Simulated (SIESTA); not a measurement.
SIESTA 5.4.2, DFT, PBE, numerical atomic orbitals DZP, PseudoDojo PBE standard norm-conserving (rewritten from UPF to PSML): rock-salt NiO (type II order), antiferromagnetic, atoms displaced, 4 atoms, spin-polarised from an antiferromagnetic start (±2 μB on Ni). Basis and mesh were picked for this test and aren't claimed converged.

```text
SystemLabel siesta
NumberOfAtoms 4
NumberOfSpecies 2
%block ChemicalSpeciesLabel
  1 28 Ni
  2 8 O
%endblock ChemicalSpeciesLabel
LatticeConstant 1.0 Ang
%block LatticeVectors
     4.177000000    2.088500000    2.088500000
     2.088500000    4.177000000    2.088500000
     2.088500000    2.088500000    4.177000000
%endblock LatticeVectors
AtomicCoordinatesFormat Fractional
%block AtomicCoordinatesAndAtomicSpecies
     0.995934000    0.027750000    0.981232000 1
     0.511110000    0.476135000    0.517946000 1
     0.262936000    0.232046000    0.264908000 2
     0.779051000    0.732773000    0.744396000 2
%endblock AtomicCoordinatesAndAtomicSpecies
XC.functional GGA
XC.authors PBE
PAO.BasisSize DZP
PAO.EnergyShift 0.01 Ry
MeshCutoff 300 Ry
%block kgrid.MonkhorstPack
  12 0 0 0.0
  0 12 0 0.0
  0 0 12 0.0
%endblock kgrid.MonkhorstPack
ElectronicTemperature 300 K
MaxSCFIterations 200
SCF.Mixer.Method Pulay
SCF.Mixer.Weight 0.25
SCF.Mixer.History 6
SCF.DM.Tolerance 1.0E-04
Spin polarized
Charge.Mulliken end
%block DM.InitSpin
  1 +2.00
  2 -2.00
  3 +0.00
  4 +0.00
%endblock DM.InitSpin
WriteForces true
UseTreeTimer true
Diag.ParallelOverK true
```

The program reports k-points (for each spin): 948, basis orbitals: 64, electrons: 48, real-space mesh: 54×54×54.

Machine: one whole node, AMD EPYC (Zen 5), 96 cores on 1 socket, no SMT, 12 L3 cache groups; 94 cores' worth of CPU time may be used.

Each time is the median wall time of two to five repeats, run one at a time on the otherwise empty machine; start-up is included. Unless noted, each process is bound to its own block of adjacent cores. Build: conda-forge: Open MPI, OpenBLAS, ScaLAPACK, ELSI, no OpenMP. Other compilers and libraries give other times. Scratch files lie in a memory file system.

Started as
```bash
OMP_NUM_THREADS=1 mpirun -np 16 siesta input.fdf
```
(16 ranks) it takes 7.8 s and 13 SCF iterations.

Estimate the wall time with 4 ranks.

About 24 s (2 runs within 1 %): 3.0× as long, on 4 cores in place of 16, so 0.76× the core-time. The largest move is in solving for the density matrix (compute_dm): 4.8 s to 18 s. What the program resolved moves too: BlockSize from 4 to 17, ProcessorY from 4 to 2. Change in the result: energy equal as printed, forces (largest component) under 0.001 meV/Å, pressure equal as printed, site moments equal as printed.
